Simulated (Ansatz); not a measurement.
Results of r²SCAN in Ansatz (plane waves, PAW) for CrN (R-3m, No. 166, 4 atoms in the cell; start mp-1232560).

Numerical settings: plane-wave cutoff 560 eV, 22×22×22 k mesh, Fermi–Dirac smearing 0.05 eV, spin-polarised start, scalar-relativistic PAW data made under PBE.

Cell (relaxed at this level):

```
CELL_PARAMETERS angstrom
      1.49205     0.86143     4.62404
     -1.49205     0.86143     4.62404
      0.00000    -1.72287     4.62404
ATOMIC_POSITIONS crystal
  Cr 0.50000 0.50000 0.50000
  Cr 0.00000 0.00000 0.00000
  N  0.75000 0.75000 0.75000
  N  0.25000 0.25000 0.25000
```

Question: Give the computed band gap, smallest direct gap on the k points sampled and Γ–Γ gap.

Answer: 
* **band gap**: 0.31 eV (indirect)
* **smallest direct gap on the k points sampled**: 0.65 eV
* **Γ–Γ gap**: 1.13 eV

Note: the magnetic order was assumed, not searched for or taken from measurement.

Static lattice: no zero-point or thermal effects.

A start named mp-… is a Materials Project structure, which need not be a measured phase.

Ansatz is an electronic-structure program.
